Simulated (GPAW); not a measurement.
Worked example: self-consistent single point of C (P6_3/mmc, 4 atoms in the cell) in GPAW.

Computed with PBE, GPAW PAW datasets PBE (gpaw-data 1.0.1) (plane waves; GPAW 25.7.0).

The change in words: lattice scaled by 0.98. Reference geometry:
```
CELL_PARAMETERS angstrom
      1.23000    -2.13042     0.00000
      1.23000     2.13042     0.00000
      0.00000     0.00000     6.71000
ATOMIC_POSITIONS crystal
  C  0.00000 0.00000 0.25000
  C  0.00000 0.00000 0.75000
  C  0.33333 0.66667 0.25000
  C  0.66667 0.33333 0.75000
```

Reference input (self-consistent single point, DFT PBE, plane waves, GPAW PAW datasets PBE (gpaw-data 1.0.1)): mode = pw; ecut = 900 eV; xc = PBE; kpts = 15 15 5; mesh shift (steps) = 0 0 0; occupations.name = methfessel-paxton; occupations.width = 0.136 eV; occupations.order = 0; nbands = -8; convergence.density = 1e-05 e/electron; convergence.energy = 1e-05 eV/electron; symmetry.symmorphic = false. This run's input differs from it in these lines:

```diff
@@ -5,5 +5,5 @@
 atoms = Atoms(['C', 'C', 'C', 'C'],
-              cell=[[1.230000, -2.130422, 0.000000],
-                    [1.230000, 2.130422, 0.000000],
-                    [0.000000, 0.000000, 6.710000]],
+              cell=[[1.205400, -2.087814, 0.000000],
+                    [1.205400, 2.087814, 0.000000],
+                    [0.000000, 0.000000, 6.575800]],
               scaled_positions=[[0.000000, 0.000000, 0.250000],
```

Output, abridged:

```
     iter     time        total  log10-change:
                         energy   eigst   dens
iter:   1 --:--:--   -39.080318
iter:   2 --:--:--   -38.778305   -1.42  -0.77
iter:   3 --:--:--   -37.574983   -0.28  -0.79
iter:   4 --:--:--   -36.899878   -1.94  -1.03
iter:   5 --:--:--   -36.906203   -3.99  -1.33
iter:   6 --:--:--   -36.722307   -1.58  -1.32
iter:   7 --:--:--   -36.715863   -3.75  -2.12
iter:   8 --:--:--   -36.715818   -5.54  -2.97
iter:   9 --:--:--   -36.715764c  -4.94  -3.05
iter:  10 --:--:--   -36.715760c  -6.07  -3.59
iter:  11 --:--:--   -36.715760c  -7.07  -3.96
iter:  12 --:--:--   -36.715760c  -6.99  -4.01
iter:  13 --:--:--   -36.715760c  -8.68c -4.75
iter:  14 --:--:--   -36.715760c  -9.85c -4.86
iter:  15 --:--:--   -36.715760c  -9.93c -4.89
iter:  16 --:--:--   -36.715760c  -8.81c -4.94
iter:  17 --:--:--   -36.715760c  -9.98c -5.50c
Converged after 17 iterations.

Dipole moment: (-0.000000, -0.000000, -0.000000) |e|*Ang

Energy contributions relative to reference atoms: (reference = -4110.512462)

Kinetic:        +48.653967
Potential:      -46.529626
External:        +0.000000
XC:             -38.916547
Entropy (-ST):   -0.001385
Local:           +0.077139
SIC:             +0.000000
--------------------------
Free energy:    -36.716452
Extrapolated:   -36.715760

Showing only first 2 kpts
 Kpt  Band  Eigenvalues  Occupancy
  0     6      3.89829    2.00000
  0     7      3.89841    2.00000
  0     8     11.06036    0.00000
  0     9     15.63849    0.00000

  1     6      3.89638    2.00000
  1     7      3.89650    2.00000
  1     8     11.57539    0.00000
  1     9     15.64420    0.00000

Fermi level: 6.85864

No gap
No difference between direct/indirect transitions
Energy (eV): -36.71576

Forces in eV/Ang:
  0 C     0.00000    0.00000    0.00000
  1 C    -0.00000   -0.00000   -0.00000
  2 C    -0.00000   -0.00000    0.00000
  3 C     0.00000   -0.00000   -0.00000

Stress tensor:
    -0.196841     0.000000    -0.000000
     0.000000    -0.196841     0.000000
    -0.000000     0.000000    -0.024499
Stress (GPa, Voigt): [-31.5374 -31.5374  -3.9251   0.      -0.       0.    ]
```

The run converged in 17 iterations. GPAW prints stress with tension positive. Against the reference run the free energy goes up by 41.0 meV/atom.

At such cutoffs GPAW's stress carries a finite-basis (Pulay) error, which enters relaxed cells too; its log prints stress with tension positive.

The starting cell has typed, rounded lattice constants, without a prior relaxation at this level. For this run, on top of that: lattice scaled by 0.98.

Cost on one core of a shared machine: roughly 30 s.
